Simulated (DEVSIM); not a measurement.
System: abrupt GaAs p-n junction, at 300 K.

```csv
layer (left to right),material,thickness (μm),Nd (cm⁻³),Na (cm⁻³),τn (s),τp (s)
1,GaAs,50.0,-,1e16,7.3e-9,7.3e-9
2,GaAs,57.0,4.3e15,-,7.3e-9,7.3e-9
```

Left contact: ohmic. Right contact: ohmic. Voltage is applied to the left contact. Recombination: SRH at mid-gap, radiative. Mobility is constant in doping.

This is a model device: material constants are rounded textbook-type values typed into the input, and sizes, dopings and lifetimes were drawn at random. Values at 300 K.

```
parameter        GaAs
-------------  ------
gap (eV)        1.424
affinity (eV)    4.07
permittivity     12.9
Nc (cm⁻³)      4.7e17
Nv (cm⁻³)        9e18
μn (cm²/Vs)      8500
μp (cm²/Vs)       400
B (cm³/s)       2e-10
```

Model (solved in DEVSIM): 1D drift-diffusion, Boltzmann statistics, complete ionisation; no tunnelling, impact ionisation, image-force lowering or self-heating.

Problem. Tabulate band edges, carrier densities and field at -10.0 V on the left contact.

Solution. Energies count from the Fermi level of the right contact; mesh points crowd at the junctions.

| x (μm) | Ec (eV) | Ev (eV) | n (cm⁻³) | p (cm⁻³) | field (V/cm) |
|---|---|---|---|---|---|
| 0.000 | 11.248 | 9.824 | < 1e2 | 1.0e16 | ≈ 0 |
| 0.05763 | 11.248 | 9.824 | < 1e2 | 1.0e16 | ≈ 0 |
| 0.2535 | 11.248 | 9.824 | < 1e2 | 1.0e16 | ≈ 0 |
| 0.9193 | 11.248 | 9.824 | < 1e2 | 1.0e16 | ≈ 0 |
| 4.797 | 11.248 | 9.824 | < 1e2 | 1.0e16 | ≈ 0 |
| 16.36 | 11.248 | 9.824 | < 1e2 | 1.0e16 | ≈ 0 |
| 38.49 | 11.248 | 9.824 | < 1e2 | 1.0e16 | ≈ 0 |
| 47.77 | 11.248 | 9.824 | < 1e2 | 1.0e16 | ≈ 0 |
| 49.36 | 11.207 | 9.783 | < 1e2 | 2.0e15 | -7700 |
| 49.83 | 9.341 | 7.917 | < 1e2 | 730 | -73000 |
| 49.97 | 8.206 | 6.782 | < 1e2 | 520 | -92000 |
| 50.03 | 7.641 | 6.217 | < 1e2 | 470 | -95000 |
| 50.15 | 6.542 | 5.118 | < 1e2 | 460 | -88000 |
| 50.55 | 3.459 | 2.035 | < 1e2 | 390 | -63000 |
| 52.93 | 0.121 | -1.303 | 4.3e15 | < 1e2 | ≈ 0 |
| 60.03 | 0.121 | -1.303 | 4.3e15 | < 1e2 | ≈ 0 |
| 82.79 | 0.121 | -1.303 | 4.3e15 | < 1e2 | ≈ 0 |
| 99.90 | 0.121 | -1.303 | 4.3e15 | < 1e2 | ≈ 0 |
| 105.6 | 0.121 | -1.303 | 4.3e15 | < 1e2 | ≈ 0 |
| 106.6 | 0.121 | -1.303 | 4.3e15 | < 1e2 | ≈ 0 |
| 106.9 | 0.121 | -1.303 | 4.3e15 | < 1e2 | ≈ 0 |
| 107.0 | 0.121 | -1.303 | 4.3e15 | < 1e2 | ≈ 0 |
